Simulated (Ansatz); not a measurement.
Abridged Ansatz (a first-principles code) output:

```
Relaxation: its limit of steps is 50 (relax.max_steps)
Pseudopotential: Ti, paw, valence charge 12
Pseudopotential: O, paw, valence charge 6
Crystal: 6 atoms, lattice volume = 60.838 Å³
Basis set: ecut = 420 eV, 1169 PW (Γ), exchange–correlation on 64×64×40 points (8 copies of the dense FFT grid, shifted against one another)
Bands: 30, of which v1, the nominal top of the filled ones, is band 24 counted from 1 (23 counted from 0)
Symmetry: 16 space group operations
k-points: 60 of 539
Functional: x = pbesol(κ = 0.804, μ = 0.12345679012345678), c = pbesol(β = 0.046)
SCF iter   1: F=—  HF=-7199.625804 eV  |F-HF|=—  |Δ(HF+E_count)|=         —  Δρ=1.91e-2  dr2=1.84e-1  ethr=1.77e-3  ⟨swp⟩=5.1  Hψ=7214  notcnv=0
SCF iter   2: F=—  HF=-7199.592903 eV  |F-HF|=—  |Δ(HF+E_count)|=   3.29e-2  Δρ=8.37e-3  dr2=3.81e-2  ethr=3.84e-4  ⟨swp⟩=2.0  Hψ=3258  notcnv=0  defer=59
SCF 1 converged in 7 iterations: F = -7199.585405 eV  dr2 = 2.91e-8
relax step   1: F+E_penalty+E_count = -7199.58540481 eV  Δ(F+E_penalty+E_count) = +0.000e0 eV  max|allowed force component| = 4.606e-2 eV/Å  Δτ_max = 0.0000 Å  P = +3.848 GPa  Ω = 60.838 Å³  fix = [a, b, gamma]  reactions: a +5.121, b +5.121 GPa  (7 SCF iters, dr2 threshold 1.00e-7 eV, accepted)
[... steps on the carried basis left out ...]
relax step   5: F+E_penalty+E_count = -7199.58622425 eV  Δ(F+E_penalty+E_count) = -5.637e-7 eV  max|allowed force component| = 4.809e-5 eV/Å  Δτ_max = 0.0003 Å  P = +3.076 GPa  Ω = 60.972 Å³  energy of the carried Pulay correction = -2.592e-6 eV  fix = [a, b, gamma]  reactions: a +4.614, b +4.614 GPa  (6 SCF iters, dr2 threshold 9.25e-10 eV, accepted)
Crystal: 6 atoms, lattice volume = 60.972 Å³
SCF iter   1: F=—  HF=-7199.586361 eV  |F-HF|=—  |Δ(HF+E_count)|=         —  Δρ=1.99e-6  dr2=6.05e-10  ethr=1.08e-8  ⟨swp⟩=3.0  Hψ=12021  notcnv=0
SCF iter   2: F=—  HF=-7199.586231 eV  |F-HF|=—  |Δ(HF+E_count)|=   1.31e-4  Δρ=1.00e-6  dr2=1.60e-10  ethr=1.26e-12  ⟨swp⟩=3.0  Hψ=4175  notcnv=0
SCF 6 converged in 8 iterations: F = -7199.586231 eV  dr2 = 8.20e-15
SCF converged after 8 iterations
Free energy (F): -7199.586231 eV
Internal energy: -7199.586231 eV  (E = F + TS)
E sigma→0 (E₀):  -7199.586231 eV
Fermi energy:    10.329571 eV
--- Forces (eV/Å), atoms counted from 1 ---
  atom   1  Ti     0.00000000    -0.00000000     0.00000000
  atom   2  Ti     0.00000000     0.00000000     0.00000000
  atom   3  O     -0.00005063    -0.00005063     0.00000000
  atom   4  O     -0.00005063     0.00005063     0.00000000
  atom   5  O      0.00005063    -0.00005063     0.00000000
  atom   6  O      0.00005063     0.00005063     0.00000000
--- Stress (GPa, compression-positive) ---
        4.614166       0.000000       0.000000
        0.000000       4.614166       0.000000
        0.000000       0.000000      -0.000392
  P = ⅓ Tr σ = 3.0760 GPa (30.760 kbar)
--- Relaxed structure (4 steps of the walk, 4 accepted, 2 SCFs on fresh bases) ---
  cell:  # Å, volume = 60.9723 Å³
    - [4.5361090034, 0.0, 0.0]
    - [0.0, 4.5361090034, 0.0]
    - [0.0, 0.0, 2.9632320415119255]
  atoms:
    - { symbol: Ti, position: [-2.091389118325294e-20, -4.979497900774515e-21, 0.0] }
    - { symbol: Ti, position: [0.5, 0.5, 0.5] }
    - { symbol: O, position: [0.3040642457805806, 0.3040642457805806, 0.0] }
    - { symbol: O, position: [0.8040642457805807, 0.1959357542194194, 0.5] }
    - { symbol: O, position: [0.1959357542194194, 0.8040642457805807, 0.5] }
    - { symbol: O, position: [0.6959357542194194, 0.6959357542194194, 0.0] }
```

What was computed, and what are the main results?

TiO2, 6 atoms in the cell, with plane-wave PAW DFT at the PBEsol level (Ansatz, 420 eV), scalar-relativistic without spin-orbit coupling. The last SCF converged to F = -7199.586231 eV, or -1199.9310 eV per atom, at a pressure of 3.08 GPa. The total energy compares only with runs of the same code, potentials and settings.

The cells carry an imposed strain or load. Stability against distortions was not tested. All final runs are without spin polarisation. The cell was made from TiO2 in the rutile structure (space group P4_2/mnm, No. 136) by this change: biaxial strain −1.20 %, plane normal [001], relaxed out of plane.

Keys are those of Ansatz 0.2.
